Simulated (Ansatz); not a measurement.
Base system: MgS in the rock salt structure (space group Fm-3m, No. 225; a = 5.129 Å). Axes: x, y, z lie along the cube axes.

Computed with LDA (Ansatz, a program for electronic structure; PAW; 420 eV plane waves; scalar-relativistic without spin-orbit coupling).

One thing is altered: uniaxial strain ε_zz = −1.50 %, all other strain components held at zero; the atoms relax in the strained cell.

**Question.** Predict the stress tensor and what it implies for the stiffness.

**Answer.** Stress of the strained cell less that of the base (GPa, compression positive):
```
   0.67    0.00    0.00
   0.00    0.67    0.00
   0.00    0.00    2.69
```

Then −Δσ_ii/ε with ε = -0.0150 gives secant stiffness values (nonlinear terms included at this strain): C33 ≈ 179 GPa, C13 ≈ 44 GPa and C23 ≈ 44 GPa.

Stability against distortions was not tested.
